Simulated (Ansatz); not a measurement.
A relaxation of the atoms of LaBPd3 (P4mm, 5 atoms in the cell) with Ansatz (an electronic-structure program).

Computed with LDA (PW92), default PAW files made with PBE (plane waves; Ansatz).

The change in words: one atom moved by 0.15 angstrom; relax: default → atoms; relax.f_tol: default → 0.2 eV/Å. Reference geometry:
```xyz
5
Lattice="4.3953 0.0000 0.0000 0.0000 4.3953 0.0000 0.0000 0.0000 4.3953" Properties=species:S:1:pos:R:3 pbc="T T T"
La     0.0000     0.0000     0.0000
B      2.1977     2.1977     2.1977
Pd     0.0000     2.1977     2.1977
Pd     2.1977     0.0000     2.1977
Pd     2.1977     2.1977     0.0000
```

Reference input (self-consistent single point, DFT, LDA (PW92), plane waves, default PAW files made with PBE): basis.ecutwfc = 420 eV; kpoints.mp_grid.grid = 8 8 8; hamiltonian.xc = lda; hamiltonian.pseudopotentials = {kind: paw} (the program's default PAW files); scf.occupations.method = fermi_dirac; scf.occupations.width = 0.1 eV. This run's input differs from it in these lines:

```diff
@@ -7,3 +7,3 @@
   atoms:
-    - { symbol: La, position: [0.00000000, 0.00000000, 0.00000000] }
+    - { symbol: La, position: [0.00000000, 0.00000000, 0.03412700] }
     - { symbol: B, position: [0.50000000, 0.50000000, 0.50000000] }
@@ -21,2 +21,4 @@
   occupations: { method: fermi_dirac, width: 0.1 }
+relax:
+  f_tol: 0.2
 output:
```

Log, with long lists cut:

```
   [... SCF lines of the steps left out ...]
relax step   1: F+E_penalty+E_count = -26762.31057597 eV  Δ(F+E_penalty+E_count) = +0.000e0 eV  max|allowed force component| = 5.426e-1 eV/Å  Δτ_max = 0.0000 Å  (6 SCF iters, dr2 threshold 1.00e-4 eV, accepted)
relax step   2: F+E_penalty+E_count = -26762.34842471 eV  Δ(F+E_penalty+E_count) = -3.785e-2 eV  max|allowed force component| = 1.359e-1 eV/Å  Δτ_max = 0.1393 Å  (7 SCF iters, accepted)
the relaxation is at rest under the 8 symmetry operations that the run kept from its start: a minimum is not shown …
Free energy (F): -26762.348425 eV
Internal energy: -26762.220842 eV  (E = F + TS)
E sigma→0 (E₀):  -26762.284633 eV
Entropy (-TS):   -0.127582 eV (-25.516 meV/atom)
Fermi energy:    16.149631 eV
--- Forces (eV/Å), atoms counted from 1 ---
  atom   1  La    -0.00000000     0.00000000     0.13589178
  atom   2  B      0.00000000     0.00000000    -0.05086666
  atom   3  Pd     0.00000000     0.00000000    -0.06164601
  atom   4  Pd    -0.00000000     0.00000000    -0.06164601
  atom   5  Pd    -0.00000000     0.00000000     0.03837466
--- Stress (GPa, compression-positive) ---
   [... lines left out ...]
  atoms:
    - { symbol: La, position: [3.9435850479326874e-35, 0.0, 0.002425270149936618] }
    - { symbol: B, position: [0.5, 0.5, 0.5058511481679512] }
    - { symbol: Pd, position: [-4.3817611643696526e-36, 0.5, 0.5105730791163607] }
    - { symbol: Pd, position: [0.5, 0.0, 0.5105730791163607] }
    - { symbol: Pd, position: [0.5, 0.5, 0.004704423449390692] }
```

The run converged.  The full log also holds: “iter 5 did not close the SCF: its close was put off for the readings that it lacked (scf_convergence_deferred on its scf_iter line)”.

Summary of the result:
```
Quantity                                                  Value
-----------------------------------------------  --------------
Free energy E − TS (on the zero of these files)  -26762.3484 eV
Fermi level (on the code's own zero)                   16.15 eV
Pressure                                              -7.97 GPa
Largest force (vector length)                        0.136 eV/Å
Relaxation steps                                              2
```

The starting cell comes from a database of computed structures (which also holds hypothetical and non-ambient phases and stackings), without a prior relaxation at this level. Its lattice was rescaled by up to half a per cent. For this run, on top of that: one atom moved by 0.15 angstrom. Spin polarisation is off. The relaxation keeps the symmetry of its start, so its end need not be a minimum. Ansatz's pressure includes its estimate of the finite-basis (Pulay) stress.

Cost on one core of a shared machine: roughly 90 s.

Keys are those of Ansatz 0.2.
